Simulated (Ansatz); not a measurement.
## AlN (model structure, Fm-3m, No. 225, 6 atoms in the cell; like a known high-pressure phase)

Calculation: r²SCAN+rVV10 (Ansatz, a program for electronic structure, PAW).

Run with plane-wave cutoff 560 eV, 12×12×6 k mesh (along the axes of the cell as run), Fermi–Dirac smearing 0.01 eV, scalar-relativistic PAW data made under PBE.

Cell (relaxed at this level):

```cif
data_Al3N3
_chemical_formula_sum 'Al3 N3'
_space_group_name_H-M_alt 'P 1'
_space_group_IT_number 1
_cell_length_a 2.85191
_cell_length_b 2.85191
_cell_length_c 6.98573
_cell_angle_alpha 90.000
_cell_angle_beta 90.000
_cell_angle_gamma 120.000
loop_
_space_group_symop_operation_xyz
  'x, y, z'
loop_
_atom_site_label
_atom_site_type_symbol
_atom_site_fract_x
_atom_site_fract_y
_atom_site_fract_z
_atom_site_occupancy
Al1 Al 0.66666 0.00000 0.66667 1
Al2 Al 0.00000 0.66666 0.33333 1
Al3 Al 0.33334 0.33334 0.00000 1
N1 N 0.66667 0.00000 0.16667 1
N2 N 0.00000 0.66667 0.83333 1
N3 N 0.33333 0.33333 0.50000 1
```

- band gap = 5.54 eV (indirect)
- smallest direct gap on the k points sampled = 6.56 eV

Computed values are for the static lattice.

The result took roughly 17 core-seconds.

A model structure was made by putting elements into a prototype or built by hand; it is no filed structure, need not be a known phase, and can be a saddle point held by its symmetry.
